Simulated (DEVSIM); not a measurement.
Device: abrupt GaAs p-n junction, at 300 K.

Layer 1 from the left is GaAs, thickness (μm) 39.0, Na (cm⁻³) 1e17, τn (s) 1.3e-9, τp (s) 1.3e-9. Layer 2 from the left is GaAs, thickness (μm) 1.70, Nd (cm⁻³) 5.4e13, τn (s) 1.3e-9, τp (s) 1.3e-9.

Left contact: ohmic. Right contact: ohmic. Voltage is applied to the left contact. Recombination: SRH at mid-gap, radiative. Mobility is μmin + (μ − μmin)/(1 + (N/Nref)^α).

Constants are typed, rounded textbook-type inputs, not results; the design itself was drawn at random and stands for no fabricated device. Values at 300 K.

GaAs: gap (eV) 1.424, affinity (eV) 4.07, permittivity 12.9, Nc (cm⁻³) 4.7e17, Nv (cm⁻³) 9e18, μn (cm²/Vs) 8500, μp (cm²/Vs) 400, μn,min 500, μp,min 20, Nref,n 6e16, Nref,p 1.5e17, αn 0.39, αp 0.38, B (cm³/s) 2e-10.

Simulated with DEVSIM: 1D drift-diffusion, Boltzmann statistics, complete ionisation; no tunnelling, impact ionisation, image-force lowering or self-heating.

### Question
What does the simulation give for the dark forward voltage at 100 A/cm², the largest field in the device at zero bias?

### Answer
dark forward voltage at 100 A/cm² 1.213 V; largest field in the device at zero bias 17000 V/cm.
